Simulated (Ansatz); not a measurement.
The starting structures come from a database of crystals and need not be the phases stable at ambient conditions.

 Where the default PAW files enter, the runs use the earlier of Ansatz's two default sets.

Data:

```
CELL_PARAMETERS angstrom
      7.75224     0.00000     0.00000
     -3.87612     8.75468     0.00000
      0.00000    -3.60624     4.30889
ATOMIC_POSITIONS crystal
  Si 0.51225 0.08184 0.27824
  Si 0.91816 0.43041 0.62681
  Si 0.56959 0.48775 0.68415
  Si 0.48775 0.56959 0.26599
  Si 0.08184 0.51225 0.20865
  Si 0.43041 0.91816 0.61456
  Si 0.74658 0.91377 0.90225
  Si 0.08623 0.83281 0.82129
  Si 0.16719 0.25342 0.24190
  Si 0.25342 0.16719 0.65567
  Si 0.91377 0.74658 0.23506
  Si 0.83281 0.08623 0.57471
  N  0.95445 0.34445 0.81352
  N  0.65555 0.61000 0.07907
  N  0.39000 0.04555 0.51462
  N  0.04555 0.39000 0.35907
  N  0.34445 0.95445 0.92352
  N  0.61000 0.65555 0.62462
  N  0.00000 0.00000 0.98901
  N  0.00000 0.00000 0.48901
  N  0.68165 0.99638 0.73123
  N  0.00362 0.68527 0.42012
  N  0.31473 0.31835 0.05320
  N  0.31835 0.31473 0.54958
  N  0.99638 0.68165 0.91650
  N  0.68527 0.00362 0.23847
  N  0.33333 0.66667 0.30742
  N  0.66667 0.33333 0.47408
```

Space group of this cell: P31c. The cell is taken as given.

Transport runs along the normal of the first two printed cell vectors, the (101) plane of the conventional cell.

The gap is the functional's own. No spin-orbit coupling. Mid-gap values are interpolated on the energy grid.

Q: Estimate the band gap and the smallest decay constant κ at mid-gap that Ansatz (a first-principles code) with r2SCAN returns for this system.

A: Gap 5.33 eV on a 8×8×8 mesh; κ = 0.397 1/Å, at the zone centre.
